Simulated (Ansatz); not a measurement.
**A self-consistent single point of SrLaI4 (C2/c, 12 atoms in the cell) with Ansatz (an electronic-structure program)**

Method: PBEsol, default PAW files made with PBE (plane waves; Ansatz).

Input as run:

Ansatz 0.2 input:
```yaml
# SrLaI4
crystal:
  lattice:
    - [5.201748, -7.544073, 0.000000]
    - [5.201748, 7.544073, 0.000000]
    - [-4.246740, 0.000000, 6.231677]
  atoms:
    - { symbol: Sr, position: [0.364110, 0.635890, 0.750000] }
    - { symbol: Sr, position: [0.635890, 0.364110, 0.250000] }
    - { symbol: I, position: [0.367660, 0.241100, 0.734590] }
    - { symbol: I, position: [0.758900, 0.632340, 0.765410] }
    - { symbol: I, position: [0.632340, 0.758900, 0.265410] }
    - { symbol: I, position: [0.241100, 0.367660, 0.234590] }
    - { symbol: I, position: [0.944830, 0.298810, 0.590470] }
    - { symbol: I, position: [0.701190, 0.055170, 0.909530] }
    - { symbol: I, position: [0.055170, 0.701190, 0.409530] }
    - { symbol: I, position: [0.298810, 0.944830, 0.090470] }
    - { symbol: La, position: [0.000760, 0.999240, 0.250000] }
    - { symbol: La, position: [0.999240, 0.000760, 0.750000] }
basis:
  ecutwfc: 420.0
kpoints:
  mp_grid: { grid: [3, 3, 4] }
hamiltonian:
  xc: pbesol
  pseudopotentials: { kind: paw }
scf:
  occupations: { method: gaussian, width: 0.2 }
output:
  forces: true
  eigenvalues: true
  stress: true
```

The program printed (abridged):

```
WARN ansatz: RAYON_NUM_THREADS=1 ignored (pool sized by the plan → 1); use --threads N
Pseudopotentials: kind: paw
Pseudopotential: Sr, paw, valence charge 10
Pseudopotential: I, paw, valence charge 17
Pseudopotential: La, paw, valence charge 11
Crystal: 12 atoms, lattice volume = 489.092 Å³
Basis set: ecut = 420 eV, 9559 PW (Γ), exchange–correlation on 128×128×108 points (8 copies of the dense FFT grid, shifted against one another)
Bands: 107, of which v1, the nominal top of the filled ones, is band 89 counted from 1 (88 counted from 0)
Symmetry: 4 space group operations
Space group: C2/c (ITA 15), of the structure as read, at distance tolerance 7.9e-5 Å
k-points: 14 of 36
PAW frozen core: Sr, regenerated for the run's functional, and the local potential with it
PAW frozen core: I, regenerated for the run's functional, and the local potential with it
PAW frozen core: La, regenerated for the run's functional, and the local potential with it
Initial density: superposition of atomic densities (neutral atoms: chi_scale 0, normalization atom), corrected by the library's trained network
Initial wavefunctions: pseudopotential atomic-orbital guess
Eigensolver: davidson
Functional: x = pbesol(κ = 0.804, μ = 0.12345679012345678), c = pbesol(β = 0.046)
SCF iter   1: F=—  HF=-78783.920471 eV  |F-HF|=—  |Δ(HF+E_count)|=         —  Δρ=4.78e-3  dr2=1.12e-1  ethr=1.77e-3  ⟨swp⟩=8.6  Hψ=6253  notcnv=0
all-band conjugate gradients solve this SCF's bands
preconditioner: auto → LDOS
SCF iter   2: F=—  HF=-78783.911518 eV  |F-HF|=—  |Δ(HF+E_count)|=   8.95e-3  Δρ=1.54e-3  dr2=2.10e-2  ethr=6.31e-5  ⟨swp⟩=2.8  Hψ=2820  notcnv=0
SCF iter   3: F=—  HF=-78783.907598 eV  |F-HF|=—  |Δ(HF+E_count)|=   3.92e-3  Δρ=7.72e-4  dr2=7.35e-3  ethr=1.18e-5  ⟨swp⟩=2.2  Hψ=2911  notcnv=0
SCF iter   4: F=—  HF=-78783.905419 eV  |F-HF|=—  |Δ(HF+E_count)|=   2.18e-3  Δρ=1.70e-4  dr2=1.88e-4  ethr=4.13e-6  ⟨swp⟩=3.0  Hψ=3279  notcnv=0
SCF iter   5: F=—  HF=-78783.905384 eV  |F-HF|=—  |Δ(HF+E_count)|=   3.53e-5  Δρ=7.26e-5  dr2=3.64e-5  ethr=1.05e-7  ⟨swp⟩=2.1  Hψ=2874  notcnv=0
SCF iter   6: F=—  HF=-78783.905271 eV  |F-HF|=—  |Δ(HF+E_count)|=   1.12e-4  Δρ=2.27e-5  dr2=2.32e-6  ethr=2.04e-8  ⟨swp⟩=2.2  Hψ=2751  notcnv=0
SCF iter   7: F=—  HF=-78783.905272 eV  |F-HF|=—  |Δ(HF+E_count)|=   4.18e-7  Δρ=8.32e-6  dr2=5.29e-7  ethr=1.30e-9  ⟨swp⟩=3.9  Hψ=3724  notcnv=0
SCF iter   8: F=-78783.905272 eV  HF=-78783.905272 eV  |F-HF|=4.61e-8  |Δ(HF+E_count)|=   1.09e-8  Δρ=3.53e-6  dr2=8.47e-8  ethr=5.62e-11  ⟨swp⟩=10.2  Hψ=8868  notcnv=0
SCF 1 converged in 8 iterations: F = -78783.905272 eV  dr2 = 8.47e-8
SCF converged after 8 iterations
Free energy (F): -78783.905272 eV
Harris-Foulkes:  -78783.905272 eV  (|F-HF|=4.61e-8)
Internal energy: -78783.822811 eV  (E = F + TS)
E sigma→0 (E₀):  -78783.864041 eV
Entropy (-TS):   -0.082461 eV (-6.872 meV/atom)
Fermi energy:    8.701092 eV
--- Per-component energies (eV) ---
  E_band       = -3397.678198
  E_kinetic    = 2378.653219
  E_local      = -18906.887717  (includes V_loc(G=0)·N_el)
  E_nonlocal   = -102.760821
  E_hartree    = 9216.351644
  E_xc         = -1632.721148
  E_vxc        = -1639.126361  (∫ρ·V_xc dr)
  E_paw        = -53846.222645  (= ΣΔE_a)
  E_vpaw       = -3560.249220  (= ΣTr[D̂ρ^β])
  E_aug_tail   = 0.000061  (compensation charges beyond the density's cutoff)
  E_ewald      = -15894.140254
  E_core_change = 3.904850  (= ΣΔE_core)
  E_smearing   = -0.082461  (= −TS)
  E_closure    = -0.000000  (closes the sum)
  Σ components = -78783.905272   (vs F -78783.905272, Δ=0.00e0)
--- Forces (eV/Å), atoms counted from 1 ---
  atom   1  Sr     0.00000000    -0.06223927     0.00000000
  atom   2  Sr    -0.00000000     0.06223927    -0.00000000
  atom   3  I     -0.15007776     0.16297986    -0.00406341
  atom   4  I      0.15007776     0.16297986     0.00406341
  atom   5  I      0.15007776    -0.16297986     0.00406341
  atom   6  I     -0.15007776    -0.16297986    -0.00406341
  atom   7  I      0.09155015    -0.16056263    -0.10799888
  atom   8  I     -0.09155015    -0.16056263     0.10799888
  atom   9  I     -0.09155015     0.16056263     0.10799888
  atom  10  I      0.09155015     0.16056263    -0.10799888
  atom  11  La    -0.00000000     0.08644572    -0.00000000
  atom  12  La     0.00000000    -0.08644572     0.00000000
  max |Σ_I F_I| component: 1.39e-17 eV/Å
--- Stress (GPa, compression-positive) ---
       -2.162681       0.000000      -0.268783
        0.000000      -2.129259       0.000000
       -0.268782       0.000000      -2.078635
  P = ⅓ Tr σ = -2.1235 GPa (-21.235 kbar)
  The stress holds the Pulay correction. Without it, at fixed plane waves, as pw.x and ABINIT print it: P = -2.1383 GPa
--- Band table (eV; the first three rows and the last of 14) ---
  k-point 0: bands = ["-38.1596", "-38.1595", "-38.1592", "-38.1591", "-38.1519", "-38.1518", "-38.1517", "-38.1516", "-38.1299", "-38.1299", "-38.1298", "-38.1297", "-38.1142", "-38.1142", "-38.1141", "-38.1140", "-38.1096", "-38.1094", "-38.1092", [...]
  k-point 1: bands = ["-38.1596", "-38.1595", "-38.1592", "-38.1591", "-38.1518", "-38.1518", "-38.1517", "-38.1517", "-38.1299", "-38.1299", "-38.1298", "-38.1297", "-38.1142", "-38.1142", "-38.1141", "-38.1140", "-38.1095", "-38.1094", "-38.1092", [...]
  k-point 2: bands = ["-38.1595", "-38.1595", "-38.1592", "-38.1592", "-38.1518", "-38.1518", "-38.1517", "-38.1517", "-38.1299", "-38.1299", "-38.1297", "-38.1297", "-38.1142", "-38.1142", "-38.1141", "-38.1141", "-38.1095", "-38.1095", "-38.1091", [...]
  k-point 13: bands = ["-38.1595", "-38.1595", "-38.1592", "-38.1592", "-38.1518", "-38.1518", "-38.1517", "-38.1517", "-38.1299", "-38.1299", "-38.1297", "-38.1297", "-38.1142", "-38.1142", "-38.1141", "-38.1141", "-38.1095", "-38.1095", [...]
```

The run converged in 8 iterations.

The starting cell comes from a database of published, mostly measured structures (it also holds non-ambient and calculated ones), without a prior relaxation at this level. Its lattice was rescaled by a random factor within 2.5 % of one. Spin-orbit coupling is off. Ansatz's pressure includes its estimate of the finite-basis (Pulay) stress.

Cost on one core of a shared machine: roughly 50 s.
